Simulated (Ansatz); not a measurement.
An Ansatz (a program for electronic structure) input (plane-wave PAW DFT at the PBEsol level (Ansatz, 420 eV), no spin-orbit coupling):

Ansatz 0.2 input:
```yaml
crystal:
  lattice:
    - [0, 2.5979740306, 2.5979740306]
    - [2.5979740306, 0, 2.5979740306]
    - [2.5979740306, 2.5979740306, 0]
  atoms:
    - { symbol: O, position: [0.75, 0.75, 0.75] }
    - { symbol: Hg, position: [0, 0, 0] }
basis: { ecutwfc: 420, ecutrho_ratio: 4, xc_grid: 2, fft_grid_basis: typed }
kpoints: { mp_grid: { grid: [15, 15, 15] } }
hamiltonian:
  xc: pbesol
  dispersion: none
  pseudopotentials: { kind: paw }
scf: { occupations: { method: fermi_dirac, width: 0.05 }, convergence: { dr2_threshold: 0.0000000002 } }
output: { forces: true, stress: true }
```

Q: Which symmetry and how many k-points will the program report, and about how many plane waves at Γ?

A: Space group F-43m (ITA 216) with 24 operations, k-points 120 of 3375, and 701 plane waves at Γ.

Stability against distortions was not tested. All final runs are without spin polarisation. The cell is HgO in the zinc blende structure (space group F-43m, No. 216; a hypothetical phase, not in the database extracts checked).
